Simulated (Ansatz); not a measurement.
**Fermi-surface data of CoSn (P6/mmm)**

Given:

```yaml
crystal:
  lattice:
    - [5.21843, 0.00000, 0.00000]
    - [-2.60921, 4.51929, 0.00000]
    - [0.00000, 0.00000, 4.17053]
  atoms:
    - { symbol: Co, position: [0.00000, 0.50000, 0.00000] }
    - { symbol: Co, position: [0.50000, 0.00000, 0.00000] }
    - { symbol: Co, position: [0.50000, 0.50000, 0.00000] }
    - { symbol: Sn, position: [0.66667, 0.33333, 0.50000] }
    - { symbol: Sn, position: [0.33333, 0.66667, 0.50000] }
    - { symbol: Sn, position: [0.00000, 0.00000, 0.00000] }
```

These are PBEsol, rigid bands (plane waves, PAW, scalar-relativistic; Ansatz, an electronic-structure program) values and carry that method's errors. How the cell was made: cell and atoms relaxed with PBEsol.

| Item | Value |
|---|---|
| density of states at the Fermi level | 2.54 states/(eV·cell), both spins |
| bare Sommerfeld coefficient | 1.00 mJ/(mol of atoms·K²) |
| Drude plasma energy | 1.84 (x), 1.84 (y), 7.0 (z) eV |
| root-mean-square Fermi velocity | 5.2e5 m/s |
| resistivity times τ | 145 (x), 145 (y), 10.0 (z) ×10⁻²² Ω·m·s |

A metal at this level (no band gap); rigid bands, thermally averaged at 300 K, both spins. Spin-orbit coupling is left out. τ is one relaxation time for all states.

Treated as nonmagnetic (a ferromagnetic start lost its moment, other orders weren't tried): CoSn (P6/mmm).
